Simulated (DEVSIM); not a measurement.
Structure: Schottky contact on n-type Ge, at 350 K.

Layer 1 from the left is Ge, thickness (μm) 1.10, Nd (cm⁻³) 1.7e15, τn (s) 0.00022, τp (s) 0.00022.

Left contact: Schottky, work function 4.39 eV, emission velocity 1.7e6 cm/s. Right contact: ohmic. Voltage is applied to the left contact. Recombination: SRH at mid-gap. Mobility is constant in doping.

Constants are typed, rounded textbook-type inputs, not results; the design itself was drawn at random and stands for no fabricated device. Values at 300 K; Nc and Nv go as T^1.5, mobilities as T to minus their exponent, the gap by Varshni's rule with the affinity fixed.

Ge: gap (eV) 0.664, affinity (eV) 4, permittivity 16, Nc (cm⁻³) 1.04e19, Nv (cm⁻³) 6e18, μn (cm²/Vs) 3900, μp (cm²/Vs) 1900, T exponent of μn 1.66, T exponent of μp 2.33, Varshni α (eV/K) 0.000477, Varshni β (K) 235.

Model (solved in DEVSIM): 1D drift-diffusion, Boltzmann statistics, complete ionisation; no tunnelling, impact ionisation, image-force lowering or self-heating. Metal contacts follow the ideal Schottky-Mott rule: no Fermi-level pinning, no interface dipoles.

### Question
What does the simulation give for the dark forward voltage at 100 A/cm², the potential step across the device at zero bias, the largest field in the device at zero bias?

### Answer
dark forward voltage at 100 A/cm² 0.084 V; potential step across the device at zero bias 0.121 V; largest field in the device at zero bias 6700 V/cm.
